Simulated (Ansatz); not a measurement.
Fermi-surface data of SrBi3 (Pm-3m)

Here is the system:

```xyz
4
Lattice="4.9827 0.0000 0.0000 0.0000 4.9827 0.0000 0.0000 0.0000 4.9827" Properties=species:S:1:pos:R:3 pbc="T T T"
Sr     0.0000     0.0000     0.0000
Bi     2.4913     2.4913     0.0000
Bi     0.0000     2.4913     2.4913
Bi     2.4913     0.0000     2.4913
```

Level of theory: PBEsol, rigid bands (plane waves, PAW, scalar-relativistic; Ansatz, a first-principles code). How the cell was made: cell and atoms relaxed with PBEsol.

- density of states at the Fermi level = 1.76 states/(eV·cell), both spins
- bare Sommerfeld coefficient = 1.04 mJ/(mol of atoms·K²)
- Drude plasma energy = 6.6 eV
- root-mean-square Fermi velocity = 1.1e6 m/s
- resistivity times τ = 11.3 ×10⁻²² Ω·m·s

A metal at this level (no band gap); rigid bands, thermally averaged at 300 K, both spins. Spin-orbit coupling is left out, which matters with elements this heavy. τ is one relaxation time for all states.

Computed structure with no diffraction record at hand here (it may be known, metastable or hypothetical): SrBi3 (Pm-3m).
